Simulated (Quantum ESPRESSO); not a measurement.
Quantum ESPRESSO run on InAs (R3m, 2 atoms in the cell): relaxation of the atoms.

Computed with LDA (PZ), GBRV 1.5 ultrasoft (LDA) pseudopotentials (plane waves; Quantum ESPRESSO).

The input file:

```fortran
&control
   calculation = 'relax',
   prefix = 'pwscf',
   outdir = './out',
   pseudo_dir = './',
   forc_conv_thr = 3.9e-05,
/
&system
   ibrav = 5,
   A = 4.27221189,
   cosAB = 0.5000000000,
   nat = 2,
   ntyp = 2,
   ecutwfc = 40,
   ecutrho = 200,
   occupations = 'smearing',
   smearing = 'fermi-dirac',
   degauss = 0.0036749,
/
&electrons
   conv_thr = 1.0d-10,
   mixing_beta = 0.3,
/
&ions
/
ATOMIC_SPECIES
In   114.8180  in_lda_v1.4.uspp.F.UPF
As    74.9216  as_lda_v1.uspp.F.UPF
ATOMIC_POSITIONS crystal
In    0.01433400    0.01433400    0.01433400
As    0.25000000    0.25000000    0.25000000
K_POINTS automatic
7 7 7  0 0 0
```

Output, abridged:

```
     Self-consistent Calculation

     iteration #  1     ecut=    40.00 Ry     beta= 0.30

     total energy              =    -172.59363925 Ry
     estimated scf accuracy    <       2.56975881 Ry

     iteration #  2     ecut=    40.00 Ry     beta= 0.30

     total energy              =    -172.92244678 Ry
     estimated scf accuracy    <       0.11627363 Ry

     iteration #  3     ecut=    40.00 Ry     beta= 0.30

     total energy              =    -172.93709522 Ry
     estimated scf accuracy    <       0.01213930 Ry

   [... 8 blocks of this kind left out ...]

     iteration # 12     ecut=    40.00 Ry     beta= 0.30

     total energy              =    -172.93908791 Ry
     estimated scf accuracy    <          1.6E-10 Ry

     iteration # 13     ecut=    40.00 Ry     beta= 0.30
     End of self-consistent calculation

     the Fermi energy is     6.5356 ev

!    total energy              =    -172.93908791 Ry
     estimated scf accuracy    <          1.3E-11 Ry
     smearing contrib. (-TS)   =      -0.00003964 Ry
     internal energy E=F+TS    =    -172.93904826 Ry

     convergence has been achieved in  13 iterations

     Forces acting on atoms (cartesian axes, Ry/au):

     atom    1 type  1   force =     0.00000000    0.00000000   -0.05704558
     atom    2 type  2   force =     0.00000000    0.00000000    0.05704558

     Total force =     0.080675     Total SCF correction =     0.000001

     BFGS Geometry Optimization
     Energy error            =      6.5E-03 Ry
     Gradient error          =      5.7E-02 Ry/Bohr

     number of scf cycles    =   1
     number of bfgs steps    =   0

   [... lines left out ...]
     the Fermi energy is     6.3988 ev
!    total energy              =    -172.94651912 Ry
     Total force =     0.000055     Total SCF correction =     0.000006
     bfgs converged in   5 scf cycles and   4 bfgs steps
   [... lines left out ...]
     (criteria: energy <  1.0E-04 Ry, force <  3.9E-05 Ry/Bohr)

     End of BFGS Geometry Optimization

     Final energy             =    -172.9465191161 Ry

     File ./out/pwscf.bfgs deleted, as requested
Begin final coordinates

ATOMIC_POSITIONS (crystal)
In               0.0071730111        0.0071730111        0.0071730111
As               0.2571609889        0.2571609889        0.2571609889
End final coordinates

   JOB DONE.
```

The run converged.  The full log also holds: “c_bands:  1 eigenvalues not converged”. The full log also holds: “SCF correction compared to forces is large: reduce conv_thr to get better values”.

Summary of the result:
| Property | Result |
|---|---|
| Free energy E − TS | -2353.0573 eV |
| Fermi level (on the code's own zero) | 6.40 eV |
| Relaxation steps | 4 |

The starting cell has typed, rounded lattice constants, without a prior relaxation at this level. Its lattice was rescaled by up to half a per cent. For this run, on top of that: one atom moved by 0.15 angstrom. The relaxation keeps the symmetry of its start, so its end need not be a minimum. The run gives no clean gap (levels at the Fermi energy touch, overlap or are partly filled at this smearing), which alone does not show that the compound is a metal.

Cost on one core of a shared machine: roughly 90 s.
